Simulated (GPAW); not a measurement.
## Worked example: self-consistent single point of CdHgSe2 (R3m, 4 atoms in the cell) in GPAW

Computed with LDA (Perdew-Wang 92), GPAW PAW datasets LDA (gpaw-data 1.0.1) (plane waves; GPAW).

Input as run:

```python
from ase import Atoms
from ase.units import GPa
from gpaw import GPAW

atoms = Atoms(['Cd', 'Hg', 'Se', 'Se'],
              cell=[[2.203113, 1.271968, 7.187799],
                    [-2.203113, 1.271968, 7.187799],
                    [0.000000, -2.543935, 7.187799]],
              scaled_positions=[[0.500330, 0.500330, 0.500330],
                                [0.999853, 0.999853, 0.999853],
                                [0.874203, 0.874203, 0.874203],
                                [0.375600, 0.375600, 0.375600]],
              pbc=True)

calc = GPAW(mode={'name': 'pw', 'ecut': 550},
            xc='LDA',
            kpts={'size': (6, 6, 6), 'gamma': True},
            occupations={'name': 'fermi-dirac', 'width': 0.1},
            nbands=-10,
            convergence={'forces': 0.001},
            symmetry={'symmorphic': False, 'tolerance': 0.0005},
            maxiter=150)

atoms.calc = calc

energy = atoms.get_potential_energy()
print('Energy (eV):', round(energy, 6))
forces = atoms.get_forces()
print('Forces (eV/Ang):')
print(forces.round(5))
stress = atoms.get_stress()
print('Stress (GPa, Voigt):', (stress / GPa).round(4))
```

Output (repeated stretches shortened):

```
Input parameters:
  convergence: {forces: 0.001}
  kpts: {gamma: True,
         size: (6, 6, 6)}
  maxiter: 150
  mode: {ecut: 550,
         name: pw}
  nbands: -10
  occupations: {name: fermi-dirac,
                width: 0.1}
  symmetry: {symmorphic: False,
             tolerance: 0.0005}

species:
  Cd:
    name: Cadmium
    Z: 48.0
    valence: 12
    core: 36
    charge: 0.0
    file: Cd.LDA.gz

    # Using partial waves for Cd as LCAO basis

  Hg:
    name: Mercury
    Z: 80.0
    valence: 18
    core: 62
    charge: 0.0
    file: Hg.LDA.gz

    # Using partial waves for Hg as LCAO basis

  Se:
    name: Selenium
    Z: 34.0
    valence: 6
    core: 28
    charge: 0.0
    file: Se.LDA.gz

    # Using partial waves for Se as LCAO basis

Reference energy: -816935.275012  # eV

Spin-paired calculation

Convergence criteria:
 Maximum [total energy] change in last 3 cyles: 0.0005 eV / valence electron
 Maximum integral of absolute [dens]ity change: 0.0001 electrons / valence electron
 Maximum integral of absolute [eigenst]ate change: 4e-08 eV^2 / valence electron
 Maximum change in the atomic [forces] across last 2 cycles: 0.001 eV/Ang OR
Maximum error relative to the maximum force is below inf
 Maximum number of scf [iter]ations: 150

Symmetries present (total): 6
Symmetries with fractional translations: 0
216 k-points: 6 x 6 x 6 Monkhorst-Pack grid + [1/12,1/12,1/12]
32 k-points in the irreducible part of the Brillouin zone
       k-points in crystal coordinates                weights
   0:     0.00000000    0.00000000    0.00000000          1/216
   1:     0.16666667    0.00000000   -0.16666667          6/216
   2:     0.16666667    0.00000000    0.00000000          6/216
   [... 7 lines left out ...]
          ...
  31:     0.50000000    0.50000000    0.50000000          1/216

Wave functions: Plane wave expansion
  Cutoff energy: 550.000 eV
  Number of coefficients (min, max): 3518, 3579
  Pulay-stress correction: 0.000000 eV/Ang^3 (de/decut=0.000000)

Occupation numbers: Fermi-Dirac:
  width: 0.1000  # eV

Eigensolver

Densities:
  Coarse grid: 42*42*42 grid
  Fine grid: 84*84*84 grid
  Total Charge: 0.000000

Density mixing:
  Method: separate
  Backend: pulay
  Linear mixing parameter: 0.05
  old densities: 5
  Damping of long wavelength oscillations: 50

Hamiltonian:
  XC and Coulomb potentials evaluated on a 84*84*84 grid
  External potential:
    NoExternalPotential

Number of atoms: 4
Number of atomic orbitals: 29
Number of bands in calculation: 31
Number of valence electrons: 42
Bands to converge: occupied

Density initialized from atomic densities
  29 bands from LCAO basis set
  2 bands from random numbers

Atomic positions and initial magnetic moments

Positions:
   0 Cd     0.000000    0.000001   10.788814    ( 0.0000,  0.0000,  0.0000)
   1 Hg     0.000000    0.000001   21.560227    ( 0.0000,  0.0000,  0.0000)
   2 Se    -0.000000    0.000001   18.850786    ( 0.0000,  0.0000,  0.0000)
   3 Se     0.000000    0.000000    8.099212    ( 0.0000,  0.0000,  0.0000)

Unit cell:
           periodic     x           y           z      points  spacing
  1. axis:    yes    2.203113    1.271968    7.187799    42     0.0895
  2. axis:    yes   -2.203113    1.271968    7.187799    42     0.0895
  3. axis:    yes    0.000000   -2.543935    7.187799    42     0.0895

  Lengths:   7.624701   7.624701   7.624701
  Angles:   33.589509  33.589509  33.589513

Effective grid spacing dv^(1/3) = 0.1177

     iter     time        total  log10-change:
                         energy   eigst   dens  force
iter:   1 --:--:--   -13.636590
iter:   2 --:--:--   -13.515057   -1.45  -1.28
iter:   3 --:--:--   -13.138884   -1.38  -1.32
iter:   4 --:--:--   -13.128794   -2.73  -1.71
iter:   5 --:--:--   -13.131475c  -2.13  -1.74
iter:   6 --:--:--   -13.103575   -3.13  -2.24
iter:   7 --:--:--   -13.103841   -4.41  -2.55
iter:   8 --:--:--   -13.102247c  -3.94  -2.53
iter:   9 --:--:--   -13.102358c  -4.81  -3.00
iter:  10 --:--:--   -13.102652c  -5.52  -2.87
iter:  11 --:--:--   -13.102610c  -6.33  -2.93
iter:  12 --:--:--   -13.102718c  -4.60  -2.89
iter:  13 --:--:--   -13.102751c  -5.21  -3.47
iter:  14 --:--:--   -13.102681c  -5.34  -3.45
iter:  15 --:--:--   -13.102668c  -6.35  -3.62
iter:  16 --:--:--   -13.102643c  -5.63  -3.70
iter:  17 --:--:--   -13.102641c  -6.76  -3.88
iter:  18 --:--:--   -13.102641c  -7.04  -3.97
iter:  19 --:--:--   -13.102641c  -7.48c -4.03c
iter:  20 --:--:--   -13.102641c  -8.26c -4.18c -2.50
iter:  21 --:--:--   -13.102641c  -7.61c -4.26c -2.33
iter:  22 --:--:--   -13.102641c  -8.06c -4.33c -2.43
iter:  23 --:--:--   -13.102641c  -9.09c -4.37c -3.08c

Converged after 23 iterations.

Dipole moment: (0.000000, 0.000002, 32.438150) |e|*Ang

Energy contributions relative to reference atoms: (reference = -816935.275012)

Kinetic:        +35.735670
Potential:      -31.136657
External:        +0.000000
XC:             -15.485656
Entropy (-ST):   -0.005060
Local:           -2.213468
SIC:             +0.000000
--------------------------
Free energy:    -13.105171
Extrapolated:   -13.102641

Showing only first 2 kpts
 Kpt  Band  Eigenvalues  Occupancy
  0    19      2.92652    1.81685
  0    20      2.95704    1.75934
  0    21      2.95704    1.75934
  0    22      4.53143    0.00000

  1    19      1.80052    2.00000
  1    20      2.59547    1.99267
  1    21      4.91071    0.00000
  1    22      6.48077    0.00000

Fermi level: 3.15597

No gap
No difference between direct/indirect transitions
Energy (eV): -13.102641

Forces in eV/Ang:
  0 Cd    0.00000   -0.00000   -0.00512
  1 Hg    0.00000    0.00000    0.00195
  2 Se    0.00000   -0.00000   -0.03101
  3 Se    0.00000    0.00000    0.03451

Stress tensor:
     0.026906    -0.000000     0.000000
    -0.000000     0.026906    -0.000000
     0.000000    -0.000000     0.027305
Stress (GPa, Voigt): [ 4.3108  4.3108  4.3748 -0.      0.     -0.    ]
```

The run converged in 23 iterations. GPAW prints stress with tension positive.

The starting cell comes from a database of computed structures (which also holds hypothetical and non-ambient phases and stackings), without a prior relaxation at this level. Its lattice was rescaled by a random factor within 2.5 % of one. Spin-orbit coupling is off. With a pressure of about -4 GPa the cell is away from its equilibrium volume at this level. The run gives no clean gap (levels at the Fermi energy touch, overlap or are partly filled at this smearing), which alone does not show that the compound is a metal.

Cost on one core of a shared machine: roughly 7 min.
